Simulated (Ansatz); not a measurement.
Base system: InSb in the zinc blende structure (space group F-43m, No. 216).

```
CELL_PARAMETERS angstrom
      0.00000     3.27807     3.27807
      3.27807     0.00000     3.27807
      3.27807     3.27807     0.00000
ATOMIC_POSITIONS crystal
  In 0.00000 0.00000 0.00000
  Sb 0.25000 0.25000 0.25000
```

Cartesian axes are those of the cell as printed.

Calculations: Ansatz (a program for electronic structure) r2SCAN, no SOC.

Base values:

The band gap is zero.

Now apply this change: biaxial strain −2.08 %, plane normal [111], relaxed out of plane (Cartesian); in-plane vectors clamped, the third vector and the atoms free.

Question: Predict the new band gap.

Answer: The band gap changes from zero to 0.10 eV.

Question: How does this affect the valence-band top at Γ?

Answer: The valence-band top at Γ (three highest levels, from the VBM) is 0.00, 0.00, -0.28 eV.

With Sb present, leaving out spin-orbit coupling can change the band edges. Whether these cells are dynamically stable was not tested. All final runs are without spin polarisation. Gaps under 0.05 eV, about the width of the smearing, are given as zero. A zero or small gap of InSb can be the functional's error rather than a property of the material.
